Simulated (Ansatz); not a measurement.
The parent structure is SiSe2 (space group Ibam, No. 72; a = 6.301 Å, b = 9.302 Å, c = 5.856 Å; made of chains).

All numbers come from Kohn–Sham DFT with the PBEsol functional, run in Ansatz (a quantum-chemistry and plane-wave program) with PAW and 420 eV plane waves, no spin-orbit coupling.

Before the change:

```
Property                  Value
-------------  ----------------
Band gap                1.65 eV
Density              3.60 g/cm³
Gap character  indirect, F₀ → X
```

One thing is altered: a hydrostatic pressure of 9 GPa.

Q: Estimate the effect on the valence-band top at Γ.

A: The valence-band top at Γ (three highest levels, from the VBM) comes out as 0.00, -0.34, -1.19 eV.

Q: What does the calculation give for the band gap after the change?

A: The band gap drops by 1.019 eV (1.65 eV → 0.64 eV).

Q: Estimate the effect on the density.

A: The density goes up by 1.41 g/cm³ (3.60 g/cm³ → 5.01 g/cm³).

Q: Estimate the effect on the gap character.

A: The gap character goes from indirect, F₀ → X to indirect, Γ → X.

Load acts through the strain it causes; cell and atoms are relaxed under it. Stability against distortions was not tested. Competing high-pressure phases were not computed. No dispersion term is included in the PBEsol runs.
